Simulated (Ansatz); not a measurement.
## Y, pressure series

The reference is Y in the hcp (Mg type) structure (space group P6_3/mmc, No. 194; a = 3.6560 Å, c = 5.6783 Å).

Cell and atoms are relaxed at each pressure.

The values are results of PBE/PAW in Ansatz (an electronic-structure program), spin-orbit coupling left out, not measurements.

Notes on the quantities. enthalpy: H = E + PV relative to the base's energy.

| change | enthalpy | shortest interatomic distance |
|---|---|---|
| base | – | 6.686 bohr |
| pressure −2 GPa | -0.42 eV/atom | 6.806 bohr |
| pressure −1 GPa | -0.21 eV/atom | 6.743 bohr |
| pressure 3 GPa | +0.59 eV/atom | 6.540 bohr |
| pressure 7 GPa | +1.33 eV/atom | 6.388 bohr |
| pressure 15 GPa | +2.67 eV/atom | 6.169 bohr |
| pressure 30 GPa | +4.87 eV/atom | 5.901 bohr |
| pressure 50 GPa | +7.38 eV/atom | 5.622 bohr |
| pressure 75 GPa | +10.12 eV/atom | 5.332 bohr |
| pressure 100 GPa | +12.55 eV/atom | 5.139 bohr |

Load acts through the strain it causes; cell and atoms are relaxed under it. No phonon test of stability was made. No other phases were tried under pressure. All final runs are without spin polarisation.
